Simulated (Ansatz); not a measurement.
SiC under a change: holes 1.5×10^21 cm⁻³

Base system: SiC in the zinc blende structure (space group F-43m, No. 216; a = 4.356 Å).

Modification: hole doping at 1.5×10^21 cm⁻³ (0.0310 per cell), with a uniform compensating background at fixed cell and a 300 K Fermi–Dirac width.

Calculations: DFT with r2SCAN, PAW potentials and a 500 eV plane-wave cutoff in Ansatz (a first-principles code), no SOC. Γ-centred 30×30×30 mesh, Fermi–Dirac width 0.0259 eV.

| quantity | base | changed | shift |
|---|---|---|---|
| gap between the host's bands | 1.71 eV | 1.75 eV | +0.04 eV |
| gap character | indirect, Γ → X | indirect, Γ → X | – |
| Fermi level relative to the doped band's edge (positive inside the band; to 0.05 eV) | – | +0.15 eV | – |

Charged cell with a jellium background: band edges are those of the host's band count, energies are not comparable with the neutral cell, and many-body gap narrowing is missing. No phonon test of stability was made.
